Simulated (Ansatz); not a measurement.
The starting structures come from a database of crystals and need not be the phases stable at ambient conditions.

Where the default PAW files enter, the runs use the earlier of Ansatz's two default sets.

Inside the gap of an insulator the Bloch states are evanescent, with a wavenumber k + iκ along the transport direction.

Consider the following.

```
CELL_PARAMETERS angstrom
      3.07874     0.00000     0.00000
      0.00000     3.07874     0.00000
      1.53937     1.53937     2.24230
ATOMIC_POSITIONS crystal
  Si 0.75000 0.25000 0.50000
  C  0.00000 0.00000 0.00000
```

Space group of this cell: I-4m2. The cell is strained (lengths along the current scaled by 1.03, ions clamped); by r2SCAN its mean pressure is -6.0 GPa.

Transport runs along the normal of the first two printed cell vectors, the (001) (indices of the unstrained crystal) plane of the conventional cell.

No gap correction and no spin-orbit coupling; mid-gap is the computed energy nearest the middle.

Problem. Give the band gap and the smallest decay constant κ at mid-gap that Ansatz (a first-principles code) with r2SCAN yields.

Solution. Gap 1.57 eV on a 14×14×14 mesh; κ = 0.210 1/Å, at (0.500, 0.500) of the in-plane reciprocal vectors. At the zone centre the slowest state has κ = 0.27 1/Å.
